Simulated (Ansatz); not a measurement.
Results of LDA (Ansatz, a quantum-chemistry and plane-wave program, PAW) for Hf3Ge2 (P4/mbm, No. 127; cell taken from a computed entry).

Numerical settings: plane-wave cutoff 500 eV, 6×6×10 k mesh (along the axes of the cell as run), Fermi–Dirac smearing 0.05 eV, scalar-relativistic PAW data made under PBE.

Computed at the level's own relaxed cell.

Task: Predict the equilibrium volume per atom, equilibrium lattice constant a and lattice parameter c.

Result: 
equilibrium volume per atom: 17.80 Å³/atom
equilibrium lattice constant a: 7.020 Å
lattice parameter c: 3.611 Å

The run finds no gap.

Note: the relaxation could not lower the start's symmetry, so the cell can be a saddle point above a distorted one.

Spin–orbit coupling is not included.

Computed values are for the static lattice.
